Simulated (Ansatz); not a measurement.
Density of states of ZnSe (F-43m) above the conduction band minimum, PBEsol, rigid bands in Ansatz (a first-principles code); cell volume 44.7 Å³.

(energy from edge (eV), 10⁻³ states/eV/cell): (0.006, 0.68); (0.031, 1.61); (0.056, 2.27); (0.081, 2.87); (0.106, 3.42); (0.131, 3.98); (0.156, 4.62); (0.181, 5.16); (0.206, 5.76); (0.231, 6.31); (0.256, 6.94); (0.281, 7.57); (0.319, 8.73); (0.344, 9.28); (0.369, 10.2); (0.394, 10.8); (0.419, 11.6); (0.444, 12.5); (0.469, 13.4); (0.494, 14.1); (0.519, 15.0); (0.544, 16.2); (0.569, 16.9); (0.594, 17.9)

Task: What effective density of states at 300 K does this give (∫ g(E) exp(−E/k_BT) dE, both spins, divided by the cell's size)?

Result: 7.7e17 cm⁻³, a density-of-states mass of 0.098 mₑ, valleys and band degeneracy included.

Spin-orbit coupling is left out. Geometry: cell and atoms relaxed with PBEsol.
